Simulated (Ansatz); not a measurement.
Ti2O3 (Pnma, No. 62, 20 atoms in the cell; start mp-1188323; a measured phase of this formula has another space group) was calculated with PBEsol (Ansatz, a program for electronic structure, PAW).

Run with plane-wave cutoff 520 eV, 6×12×4 k mesh (along the axes of the cell as run), Fermi–Dirac smearing 0.01 eV, no spin polarisation, scalar-relativistic PAW data made under PBE.

Cell (relaxed with PBEsol):

```yaml
crystal:
  lattice:
    - [7.77624, 0.00000, 0.00000]
    - [0.00000, 2.81630, 0.00000]
    - [0.00000, 0.00000, 8.07688]
  atoms:
    - { symbol: Ti, position: [0.02965, 0.25000, 0.68466] }
    - { symbol: Ti, position: [0.97035, 0.75000, 0.31534] }
    - { symbol: Ti, position: [0.47035, 0.75000, 0.18466] }
    - { symbol: Ti, position: [0.52965, 0.25000, 0.81534] }
    - { symbol: Ti, position: [0.19652, 0.25000, 0.01834] }
    - { symbol: Ti, position: [0.80348, 0.75000, 0.98166] }
    - { symbol: Ti, position: [0.30348, 0.75000, 0.51834] }
    - { symbol: Ti, position: [0.69652, 0.25000, 0.48166] }
    - { symbol: O, position: [0.94261, 0.25000, 0.12463] }
    - { symbol: O, position: [0.05739, 0.75000, 0.87537] }
    - { symbol: O, position: [0.55739, 0.75000, 0.62463] }
    - { symbol: O, position: [0.44261, 0.25000, 0.37537] }
    - { symbol: O, position: [0.12095, 0.25000, 0.44745] }
    - { symbol: O, position: [0.87905, 0.75000, 0.55255] }
    - { symbol: O, position: [0.37905, 0.75000, 0.94745] }
    - { symbol: O, position: [0.62095, 0.25000, 0.05255] }
    - { symbol: O, position: [0.79244, 0.25000, 0.80891] }
    - { symbol: O, position: [0.20756, 0.75000, 0.19109] }
    - { symbol: O, position: [0.70756, 0.75000, 0.30891] }
    - { symbol: O, position: [0.29244, 0.25000, 0.69109] }
```

Problem. Give the computed band gap, smallest direct gap on the k points sampled and Γ–Γ gap.

Solution. 
- band gap: 0.10 eV (indirect)
- smallest direct gap on the k points sampled: 0.19 eV
- Γ–Γ gap: 0.81 eV

Static lattice: no zero-point or thermal effects.

Cost on a shared machine: very roughly 5 core-minutes.

A start named mp-… is a Materials Project structure, which need not be a measured phase.
